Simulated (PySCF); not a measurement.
PySCF 2.14.0, PBE0/def2-svp, df: Ta(NH)(Me)2(OSiH3) ([CH3][Ta]([CH3])(=[NH])[O][SiH3]), 16 atoms. The geometry is a generated start, not checked to be a minimum at this level.

- task = energy
- method = pbe0
- basis = def2-svp
- two-electron scheme = density fitting
- mol.max_memory = 3000 MB
- mf.max_cycle = 100
- mf.init_guess = minao (default)
- mf.DIIS = CDIIS (default)
- mf.diis_space = 8 (default)
- mf.conv_tol = 1e-09 (default)
- mf.grids.level = 3 (default)
- effective core potentials = those of the basis set, past Kr
- basis functions = 156
- grid points = 197488

```xyz
16

Ta    -0.4364    -0.4709     0.0730
N     -1.6291    -1.8058     0.0425
H     -2.2315    -2.5976    -0.1521
C      0.6063    -0.8678     2.0853
H      0.2201    -1.7225     2.6363
H      0.5041     0.0160     2.7228
H      1.6726    -1.0358     1.9141
C     -1.8113     1.2963     0.5865
H     -2.4259     1.1169     1.4699
H     -2.4821     1.5452    -0.2384
H     -1.1816     2.1696     0.7815
O      0.8883     0.1074    -1.2099
Si     1.8692     0.4773    -2.4270
H      1.3012    -0.0680    -3.6692
H      3.1808    -0.1048    -2.1349
H      1.9555     1.9446    -2.4803
```

Charge 0 and multiplicity 1 are set for this test and not shown to be the ground state.

One run each on 2 threads, 1 BLAS thread. Values of level_shift (Hartree) tried: 0 (default), 0.1, 0.3, 1.

### Question
Which value of level_shift (Hartree) needs the fewest Fock builds, and what happens away from it?

### Answer
Fewest Fock builds, within one of each other: 0 (default) with 14, 0.1 with 14. The count rises to 37 at 1. All converge to one solution.

| level_shift (Hartree) | Fock builds | end |
|---|---|---|
| 0 (default) | 14 | same solution |
| 0.1 | 14 | same solution |
| 0.3 | 18 | same solution |
| 1 | 37 | same solution |
